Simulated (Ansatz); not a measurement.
CsCl-type CoGa, treated with PBE0-D3(BJ) (plane waves, PAW; Ansatz, a program for electronic structure).

Input:

Ansatz 0.2 input:
```yaml
crystal:
  lattice:
    - [2.7808239073, 0.0, 0.0]
    - [0.0, 2.7808239073, 0.0]
    - [0.0, 0.0, 2.7808239073]
  atoms:
    - { symbol: Ga, position: [0.5, 0.5, 0.5] }
    - { symbol: Co, position: [0.0, 0.0, 0.0] }
basis:
  ecutwfc: 460
  ecutrho_ratio: 4
  xc_grid: 2
kpoints:
  mp_grid: { grid: [10, 10, 10] }
hamiltonian:
  xc: pbe0
  dispersion: d3bj
  pseudopotentials: { kind: paw }
scf:
  occupations: { method: fermi_dirac, width: 0.05 }
  convergence: { dr2_threshold: 0.0000000002 }
output:
  forces: true
  stress: true
  eigenvalues: true
```

From the output:

```
WARN output.stress: scf.exx.energy_threshold = 1e-6 eV is looser than the 2e-8 eV advised for a stress under a hybrid functional (1e-8 eV for each atom of the …
Crystal: 2 atoms, lattice volume = 21.504 Å³
Basis set: ecut = 460 eV, 461 PW (Γ), exchange–correlation on 40×40×40 points (8 copies of the dense FFT grid, shifted against one another)
Bands: 19, of which v1, the nominal top of the filled ones, is band 15 counted from 1 (14 counted from 0)
Symmetry: 48 space group operations
Space group: Pm-3m (ITA 221), of the structure as read, at distance tolerance 2.8e-5 Å
k-points: 56 of 1000
Functional: x = pbe(κ = 0.804, μ = 0.2195149727645171), c = pbe(β = 0.06672455060314922), warm-up for x = 0.75 pbe(κ = 0.804, μ = 0.2195149727645171) + 0.25 exact, c = pbe(β = 0.06672455060314922)
SCF iter   1: F=—  HF=-8910.585467 eV  |F-HF|=—  |Δ(HF+E_count)|=         —  Δρ=7.54e-3  dr2=7.08e-3
SCF iter   2: F=—  HF=-8910.584624 eV  |F-HF|=—  |Δ(HF+E_count)|=   8.43e-4  Δρ=3.75e-3  dr2=2.03e-3
  ...
SCF 1 converged in 8 iterations: F = -8910.584386 eV  dr2 = 4.93e-12
Crystal: 2 atoms, lattice volume = 21.504 Å³
Initial density: handed on by an earlier stage of this run
Functional: x = 0.75 pbe(κ = 0.804, μ = 0.2195149727645171) + 0.25 exact, c = pbe(β = 0.06672455060314922)
SCF 2 converged in 11 iterations: F = -8908.810068 eV  dr2 = 4.45e-12
Crystal: 2 atoms, lattice volume = 21.504 Å³
SCF 3 converged in 9 iterations: F = -8908.852017 eV  dr2 = 2.26e-11
Crystal: 2 atoms, lattice volume = 21.504 Å³
SCF 4 converged in 7 iterations: F = -8908.856547 eV  dr2 = 5.22e-11
Crystal: 2 atoms, lattice volume = 21.504 Å³
Crystal: 2 atoms, lattice volume = 21.504 Å³
Crystal: 2 atoms, lattice volume = 21.504 Å³
SCF iter   5: F=—  HF=-8908.857897 eV  |F-HF|=—  |Δ(HF+E_count)|=   1.58e-8  Δρ=2.67e-6  dr2=4.91e-10
SCF iter   6: F=-8908.857897 eV  HF=-8908.857897 eV  |F-HF|=2.36e-11  |Δ(HF+E_count)|=  1.75e-10  Δρ=5.27e-7  dr2=4.10e-11
SCF 7 converged in 6 iterations: F = -8908.857897 eV  dr2 = 4.10e-11
Free energy (F): -8908.857897 eV
Internal energy: -8908.856916 eV  (E = F + TS)
E sigma→0 (E₀):  -8908.857406 eV
Fermi energy:    19.233733 eV
--- Forces (eV/Å), atoms counted from 1 ---
  atom   1  Ga     0.00000000     0.00000000     0.00000000
  atom   2  Co    -0.00000000     0.00000000     0.00000000
--- Stress (GPa, compression-positive) ---
        6.092429      -0.000000       0.000000
       -0.000000       6.092429       0.000000
        0.000000      -0.000000       6.092429
  P = ⅓ Tr σ = 6.0924 GPa (60.924 kbar)
```

The cell is one volume of an energy–volume scan, off the minimum.

The PAW data were made under PBE.

Note: the run has no spin polarisation, so it can have missed a magnetic state. Note: the run warned that the count of filled bands differs between k points.
